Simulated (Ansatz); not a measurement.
The starting structures come from a database of crystals and need not be the phases stable at ambient conditions.

By PBEsol, the system below comes out a metal.

Without scattering a metal conducts by its projected Fermi surface.

Data:

```
MgSc
1.0
    3.59645     0.00000     0.00000
    0.00000     5.08615     0.00000
    0.00000     2.54307     2.54307
Mg Sc
1 1
Direct
  0.00000   0.00000   0.00000
  0.50000   0.50000   0.00000
```

Space group of this cell: Pm-3m, CsCl type. The cell is taken as given; by PBEsol its mean pressure is -1.4 GPa.

The current flows along the normal of the first two printed cell vectors, the (110) plane of the conventional cell. No spin-orbit coupling; the value is a mean over 0.1 eV about the Fermi level.

Question: Compute, with PBEsol run with Ansatz (a quantum-chemistry and plane-wave program), the ballistic conductance per area.

Answer: 0.74 × 10¹⁵ S/m² for both spins.
